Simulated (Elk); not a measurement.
Band structure of MgAu (Pm-3m, 2 atoms in the cell).

```
CELL_PARAMETERS angstrom
      3.23851     0.00000     0.00000
      0.00000     3.23851     0.00000
      0.00000     0.00000     3.23851
ATOMIC_POSITIONS crystal
  Mg 0.50000 0.50000 0.50000
  Au 0.00000 0.00000 0.00000
```

Method of the run: PBEsol, all-electron FP-LAPW, Elk's shipped species files, default APW+lo basis run with Elk 10.2.4.

Settings: xctype = 22; rgkmax = 7; stype = 0; swidth = 0.00367493 Ha; ngridk = 7 7 7.

The starting cell comes from a database of computed structures (which also holds hypothetical and non-ambient phases and stackings), without a prior relaxation at this level. Its lattice was rescaled by a random factor within 2.5 % of one. Spin-orbit coupling is off. Values depend on the basis (sphere radii, cutoffs, local orbitals), which need not be converged.

Levels in eV from the Fermi level, bands 17 to 24:
```tsv
point	17	18	19	20	21	22	23	24
Γ	-6.01	-4.16	-4.16	-4.16	5.39	5.39	5.39	9.14
X	-4.89	-4.89	-4.44	-4.07	-2.63	7.55	8.71	8.71
M	-4.78	-4.78	-3.40	-1.47	-1.47	-0.64	4.04	11.56
R	-6.11	-3.37	-3.37	1.88	1.88	1.88	2.58	4.88
```

Bands cross the Fermi level along this path, so the cell is metallic at this level.
